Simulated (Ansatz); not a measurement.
Functionals compared on a constructed model of the (110) surface of bcc Mo, a pseudomorphic layer of Ga in the host's stacking (bottom of the slab: a bare face, its two planes held), in Ansatz (plane waves, PAW). The structure was relaxed with PBE; the other rows are single points on it. Cutoff 420 eV (500 eV for r2SCAN).

Set-up: 7 atoms, 13.6 Å thick at the start with caps and adatoms (thin: gaps and levels are the slab's own); mesh 14x14x1; 0.1 eV smearing; dipole correction on; 2 atoms held, the rest relaxed; held to the start's symmetry, so lower structures may exist; no spin, no spin-orbit, no U. It is one candidate, not shown to be the stable structure of the face. These notes are the PBE run's.

| functional | work function of the top face (eV) | rough cost of the single point |
|---|---|---|
| PBE | 4.57 | – |
| RPBE | 4.44 | around 40 core-seconds (rough) |
| r2SCAN | (withheld) | about 80 core-seconds (a rough figure) |

Question: Complete the blanks.

Answer: 
- r2SCAN, work function of the top face (eV): 4.67

Ansatz is a quantum-chemistry and plane-wave program.
